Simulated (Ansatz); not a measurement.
Electronic density of states of amorphous In₁₆Ga₈O₃₆, density 5.96 g/cm³, on a 2×2×2 Γ-centred mesh with a Gaussian width of 0.1 eV; energies count from the Fermi level, whose place inside the gap is arbitrary. Cell and mesh are small, so fine structure isn't converged. Calculation: PBE, scalar-relativistic without spin-orbit coupling (plane waves to 420 eV, PAW; Ansatz, a first-principles code). Sampling: a 2×2×2 Γ-centred mesh; Fermi-Dirac width 0.02 eV; no spin polarisation. At PBE the levels at the filled edge of the gap are localised (band-tail or defect states), and the nearest spread-out levels lie 1.0 eV apart at the zone centre.

A CHGNet melt-quench gave the starting glass, which DFT then relaxed. O atoms were pushed apart under 1.9 Å during the dynamics, to hinder bonds among them. It is the lowest in DFT energy of 2 quenches. It is a model cell: composition and starting density were chosen by hand, and all elements were melted together. No dispersion term was used. Its density started from a set value of 5.96 and ended at 5.96 g/cm³. The simulated quench (nominally 88 K/ps over its main leg) is rapid and tends to freeze in more defects than a deposited or slowly cooled glass has. Values belong to this one cell and scatter from quench to quench. The volume was free in the relaxation, at fixed shape. Stress components on the final sampling reach 2.2 GPa.

```csv
E - EF (eV),states/(eV atom)
-12.00,0.43
-11.90,0.42
-11.80,0.38
-11.70,0.17
-11.60,0.02
-11.50,0.00
-11.40,0.00
-11.30,0.00
-11.20,0.00
-11.10,0.00
-11.00,0.00
-10.90,0.00
-10.80,0.00
-10.70,0.00
-10.60,0.00
-10.50,0.00
-10.40,0.00
-10.30,0.00
-10.20,0.00
-10.10,0.00
-10.00,0.00
-9.90,0.00
-9.80,0.00
-9.70,0.00
-9.60,0.00
-9.50,0.00
-9.40,0.00
-9.30,0.00
-9.20,0.00
-9.10,0.00
-9.00,0.00
-8.90,0.00
-8.80,0.00
-8.70,0.00
-8.60,0.00
-8.50,0.00
-8.40,0.00
-8.30,0.00
-8.20,0.00
-8.10,0.00
-8.00,0.00
-7.90,0.00
-7.80,0.00
-7.70,0.00
-7.60,0.00
-7.50,0.00
-7.40,0.00
-7.30,0.00
-7.20,0.00
-7.10,0.00
-7.00,0.00
-6.90,0.06
-6.80,0.17
-6.70,0.10
-6.60,0.04
-6.50,0.17
-6.40,0.32
-6.30,0.29
-6.20,0.20
-6.10,0.21
-6.00,0.35
-5.90,0.40
-5.80,0.42
-5.70,0.35
-5.60,0.35
-5.50,0.39
-5.40,0.43
-5.30,0.44
-5.20,0.35
-5.10,0.30
-5.00,0.36
-4.90,0.39
-4.80,0.34
-4.70,0.31
-4.60,0.31
-4.50,0.32
-4.40,0.41
-4.30,0.46
-4.20,0.46
-4.10,0.54
-4.00,0.55
-3.90,0.52
-3.80,0.53
-3.70,0.57
-3.60,0.59
-3.50,0.62
-3.40,0.59
-3.30,0.65
-3.20,0.65
-3.10,0.58
-3.00,0.58
-2.90,0.66
-2.80,0.70
-2.70,0.70
-2.60,0.71
-2.50,0.73
-2.40,0.78
-2.30,0.82
-2.20,0.81
-2.10,0.82
-2.00,0.85
-1.90,0.81
-1.80,0.81
-1.70,0.87
-1.60,0.85
-1.50,0.83
-1.40,0.93
-1.30,1.02
-1.20,0.98
-1.10,1.07
-1.00,1.10
-0.90,0.91
-0.80,0.80
-0.70,0.69
-0.60,0.42
-0.50,0.28
-0.40,0.25
-0.30,0.13
-0.20,0.02
-0.10,0.00
0.00,0.00
0.10,0.00
0.20,0.01
0.30,0.02
0.40,0.01
0.50,0.00
0.60,0.00
0.70,0.00
0.80,0.00
0.90,0.00
1.00,0.00
1.10,0.00
1.20,0.00
1.30,0.00
1.40,0.01
1.50,0.04
1.60,0.08
1.70,0.08
1.80,0.03
1.90,0.00
2.00,0.01
2.10,0.06
2.20,0.10
2.30,0.07
2.40,0.10
2.50,0.11
2.60,0.09
2.70,0.06
2.80,0.04
2.90,0.02
3.00,0.05
3.10,0.12
3.20,0.15
3.30,0.09
3.40,0.14
3.50,0.18
3.60,0.19
3.70,0.23
3.80,0.22
3.90,0.23
4.00,0.22
4.10,0.19
4.20,0.21
4.30,0.26
4.40,0.27
4.50,0.26
4.60,0.28
4.70,0.29
4.80,0.29
4.90,0.30
5.00,0.30
5.10,0.28
5.20,0.27
5.30,0.26
5.40,0.29
5.50,0.30
5.60,0.27
5.70,0.21
5.80,0.24
5.90,0.28
6.00,0.30
6.10,0.35
6.20,0.39
6.30,0.37
6.40,0.29
6.50,0.27
6.60,0.31
6.70,0.22
6.80,0.17
6.90,0.25
7.00,0.30
7.10,0.30
7.20,0.31
7.30,0.36
7.40,0.39
7.50,0.39
7.60,0.37
```

The level gap on this mesh is 0.66 eV; the broadening fills part of it in the curve.
